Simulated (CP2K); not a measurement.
Band structure of Ag3As (P6_3/mmc, 8 atoms in the cell).

```xyz
8
Lattice="5.9400 0.0000 0.0000 -2.9700 5.1442 0.0000 0.0000 0.0000 4.8004" Properties=species:S:1:pos:R:3 pbc="T T T"
Ag     1.4845     0.8571     3.6003
Ag     1.4856     4.2872     1.2001
Ag     0.0000     1.7141     1.2001
Ag     2.9700     3.4301     3.6003
Ag     4.4556     0.8571     3.6003
Ag    -1.4856     4.2872     1.2001
As     2.9700     1.7147     1.2001
As     0.0000     3.4295     3.6003
```

Computed with LDA (Pade form), GPW, DZVP-MOLOPT-SR-GTH basis, GTH-PADE potentials (GTH_POTENTIALS) run with CP2K 2026.2.

Settings: CUTOFF = 500 Ry; REL_CUTOFF = 40 Ry; SMEAR/METHOD = FERMI_DIRAC; ELECTRONIC_TEMPERATURE = 1160.45 K; KPOINTS/SCHEME = MONKHORST-PACK 4 4 4; GAMMA_CENTERED = T; XC_FUNCTIONAL = PADE; Ag/BASIS_SET = DZVP-MOLOPT-SR-GTH; Ag/POTENTIAL = GTH-PADE-q11; As/BASIS_SET = DZVP-MOLOPT-SR-GTH; As/POTENTIAL = GTH-PADE-q5; METHOD = GPW; EPS_DEFAULT = 1e-11; EXTRAPOLATION = USE_GUESS.

The starting cell comes from a database of computed structures (which also holds hypothetical and non-ambient phases and stackings), without a prior relaxation at this level. Values carry the incompleteness of an atom-centred basis. The run gives no clean gap (levels at the Fermi energy touch, overlap or are partly filled at this smearing), which alone does not show that the compound is a metal.

Levels in eV from the Fermi level, bands 35 to 40:
```csv
point,35,36,37,38,39,40
Γ,-2.12,-2.12,-1.16,-1.16,0.57,0.72
M,-1.83,-0.63,-0.50,-0.19,0.25,2.37
K,-2.12,-0.15,-0.15,0.22,0.86,1.53
A,-2.26,-2.26,-2.26,-2.26,-0.10,-0.10
L,-2.05,-2.05,-1.51,-1.51,1.75,1.75
H,-2.91,-2.91,0.06,0.06,1.11,1.11
```

Bands cross the Fermi level along this path, so the cell is metallic at this level.

Higher empty bands are left out: an atom-centred basis made for the valence describes them poorly.
